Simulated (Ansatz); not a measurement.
Cubic perovskite EuTiO3 was calculated with r²SCAN (Ansatz, an electronic-structure program, plane waves, PAW).

Run with plane-wave cutoff 560 eV, 14×14×14 k mesh, Fermi–Dirac smearing 0.05 eV, spin-polarised with parallel moments, scalar-relativistic PAW data made under PBE.

A third-order Birch–Murnaghan fit to the energies gives V0 = 11.857 Å³/atom, B0 = 195 GPa, B′ = 4.3.

| V (Å³/atom) | P (GPa) |
|---|---|
| 11.146 | 13.80 |
| 11.383 | 8.70 |
| 11.620 | [?] |
| 11.857 | 0.00 |
| 12.094 | [?] |
| 12.331 | [?] |
| 12.568 | [?] |

**Question.** Estimate the withheld pressures from this fit; the answers are the runs' own values.

**Answer.** 
- 11.620, P (GPa): 4.12
- 12.094, P (GPa): -3.69
- 12.331, P (GPa): -7.02
- 12.568, P (GPa): -10.00

The formula P = (3/2) B0 (x^(7/3) − x^(5/3)) [1 + (3/4)(B′ − 4)(x^(2/3) − 1)] with x = V0/V meets the computed pressures within 0.03 GPa when these rounded values are put in.

Note: the magnetic order was assumed, not searched for or taken from measurement; the 4f shell is treated without U or exact exchange, so its levels and filling can be wrong; functionals without U or exact exchange can leave correlated insulators metallic, so the missing gap need not be real.

Spin–orbit coupling is not included; it can open a gap where bands touch, and shift volumes and moduli.
